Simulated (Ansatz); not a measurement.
The starting structures come from a database of crystals and need not be the phases stable at ambient conditions.

 Where the default PAW files enter, the runs use the earlier of Ansatz's two default sets.

Inside the gap of an insulator the Bloch states are evanescent, with a wavenumber k + iκ along the transport direction.

Consider the following.

```
CELL_PARAMETERS angstrom
      6.91710     0.00000     0.00000
      3.45855     6.88215     0.00000
      3.45855    -0.57935     1.91090
ATOMIC_POSITIONS crystal
  Ga 0.66669 0.99998 0.99998
  Ga 0.83335 0.49998 0.49998
  As 0.29265 0.37402 0.37402
  As 0.45931 0.87402 0.87402
```

Space group of this cell: P6_3mc, wurtzite. The cell is taken as given.

Transport runs along the normal of the first two printed cell vectors, the (111) plane of the conventional cell.

The gap is the functional's own. No spin-orbit coupling. Mid-gap values are interpolated on the energy grid.

Task: Predict the band gap and the smallest decay constant κ at mid-gap from r2SCAN (Ansatz, a first-principles code).

Result: Gap 0.97 eV on a 16×16×16 mesh; κ = 0.059 1/Å, at the zone centre.
